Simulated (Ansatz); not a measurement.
Reference: KI (Pm-3m), PBEsol with spin-orbit coupling, rigid bands (plane waves, PAW; Ansatz, a program for electronic structure); geometry: cell and atoms relaxed with PBEsol.

```cif
data_IK
_chemical_formula_sum 'K1 I1'
_space_group_name_H-M_alt 'P 1'
_space_group_IT_number 1
_cell_length_a 4.22792
_cell_length_b 4.22792
_cell_length_c 4.22792
_cell_angle_alpha 90.000
_cell_angle_beta 90.000
_cell_angle_gamma 90.000
loop_
_space_group_symop_operation_xyz
  'x, y, z'
loop_
_atom_site_label
_atom_site_type_symbol
_atom_site_fract_x
_atom_site_fract_y
_atom_site_fract_z
_atom_site_occupancy
K1 K 0.00000 0.00000 0.00000 1
I1 I 0.50000 0.50000 0.50000 1
```

The band gap is 3.24 eV. The electron conductivity mass is 0.29 mₑ. The hole conductivity mass is 0.94 mₑ and the Seebeck coefficient, n-type 1e19 cm⁻³ comes out as -150 μV/K.

Question: Replace I by Br on the same sites and relax. What happens?

Answer: KBr (Pm-3m): volume per atom 37.8 to 30.4 Å³; band gap rises (3.24 eV to 3.94 eV); electron conductivity mass rises (0.29 mₑ to 0.33 mₑ); hole conductivity mass rises (0.94 mₑ to 1.14 mₑ); Seebeck coefficient, n-type 1e19 cm⁻³ rises in size (-150 μV/K to -165 μV/K).

Question: Replace K by Cs on the same sites and relax. What happens?

Answer: CsI (Pm-3m): volume per atom 37.8 to 45.8 Å³; band gap rises (3.24 eV to 3.59 eV); electron conductivity mass stays about the same (0.29 mₑ to 0.28 mₑ); hole conductivity mass rises (0.94 mₑ to 1.49 mₑ); Seebeck coefficient, n-type 1e19 cm⁻³ stays about the same (-150 μV/K to -150 μV/K).

Question: Replace K by Tl on the same sites and relax. What happens?

Answer: TlI (Pm-3m): volume per atom 37.8 to 35.4 Å³; band gap falls (3.24 eV to 0.48 eV); electron conductivity mass falls (0.29 mₑ to 0.26 mₑ); hole conductivity mass falls (0.94 mₑ to 0.47 mₑ); Seebeck coefficient, n-type 1e19 cm⁻³ falls in size (-150 μV/K to -138 μV/K).

Moves up to 5 % count as about the same. Masses are for dilute carriers at 300 K, harmonic means over directions unless an axis is named. Seebeck coefficients are for the stated density at 300 K, with one relaxation time for all states and whether or not that doping can be reached.

Formula and space group known from diffraction (Crystallography Open Database), not checked to be the room-temperature form: TlI (Pm-3m). Computed structure with no diffraction record at hand here (it may be known, metastable or hypothetical): KBr (Pm-3m), KI (Pm-3m).
